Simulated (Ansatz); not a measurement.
Consider WC (space group P-6m2, No. 187; relaxed with 0.1 eV smearing).

```
CELL_PARAMETERS angstrom
      2.92257     0.00000     0.00000
     -1.46128     2.53102     0.00000
      0.00000     0.00000     2.84637
ATOMIC_POSITIONS crystal
  W  0.00000 0.00000 0.00000
  C  0.66667 0.33333 0.50000
```

Cartesian axes are those of the cell as printed.

Method: DFT with PBE, PAW potentials and a 420 eV plane-wave cutoff in Ansatz (an electronic-structure program), no SOC, earlier PAW set.

For the base:

```
Item                Value
---------------  --------
Pressure          0.0 GPa
Volume per atom  10.53 Å³
```

Perturbation: biaxial strain +2.15 %, plane normal [001], relaxed out of plane (Cartesian); in-plane vectors clamped, the third vector and the atoms free.

Q: Estimate the effect on the pressure and volume per atom.

A: The pressure (mean of the normal stresses, compression positive) goes from zero to -11.3 GPa; the volume per atom goes up by 0.376 Å³ (10.53 Å³ → 10.90 Å³).

Stability against distortions was not tested. All final runs are without spin polarisation.
